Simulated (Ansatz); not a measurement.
End structure of I on the 1x1 (110) surface of bcc W, one in a 2x2 cell, started at the site 'bridge W-W (span 3.2 Å)':

```xyz
17
Lattice="5.5154 0.0000 0.0000 -1.8385 5.1999 0.0000 0.0000 0.0000 26.0000" Properties=species:S:1:pos:R:3 pbc="T T T"
W      0.9192     1.3000     9.6951
W      0.0000     3.8999     9.6951
W      3.6769     1.3000     9.6951
W      2.7577     3.8999     9.6951
W      0.0000     0.0000    11.8698
W     -0.9192     2.6000    11.8698
W      2.7577     0.0000    11.8698
W      1.8385     2.6000    11.8698
W      0.9192     1.3000    14.1154
W      0.0000     3.8999    14.1468
W      3.6769     1.3000    14.1468
W      2.7577     3.8999    14.1020
W     -0.0124    -0.0176    16.3032
W     -0.9305     2.6080    16.3333
W      2.7690    -0.0080    16.3333
W      1.8509     2.6175    16.3032
I      0.9192     1.3000    18.6323
```

Slab: 17 atoms, 6.6 Å thick at the start under the adsorbate (thin: gaps and levels are the slab's own); k 6x6x1, smearing 0.1 eV, dipole-corrected; 8 atoms held, the rest relaxed; start symmetry kept, larger cells not searched; no spin, no spin-orbit, no U, no dispersion correction. At the end it is bonded to 4 W. In PBE this state lies 0.09 eV over the lowest of the starts that converged ('hollow W-W-W').

A negative adsorption energy means that the adsorbate is more stable on the surface than in its reference.

Estimate the adsorption energy against ½ I2(g) that Ansatz (a quantum-chemistry and plane-wave program) with PBE returns for this input.

-2.18 eV

Predict the change of the step from the bottom to the top vacuum level, against the clean slab from PBE.

-0.94 eV

Estimate the change of the work function that PBE returns for this input.

-0.96 eV

Give the work function of the top face at the level PBE.

3.86 eV
